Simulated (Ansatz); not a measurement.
**The 1x1 (0001) surface of beta Si3N4 (cut with top plane 4 N + 3 Si)**

Host crystal: beta Si3N4, with a band gap (PBE, scalar-relativistic without spin-orbit coupling).

These are r2SCAN, at the PBE geometry (plane waves to 500 eV, PAW; Ansatz, a first-principles code) values and carry that method's errors.

Set-up: 42 atoms, 7.8 Å thick at the start (thin: gaps and levels are the slab's own); mesh 3x3x1; 0.01 eV smearing; dipole correction on; single point; on the structure that PBE left under its start's symmetry; no spin, no spin-orbit, no U.

| Quantity | Result |
|---|---|
| gap of the slab on its k-mesh | 2.62 eV |
| highest filled level below the top vacuum level | 6.16 eV |
| caution | the clean host was not checked against rearrangement in a larger or rattled cell |
| cost | around 80 core-seconds (rough) |
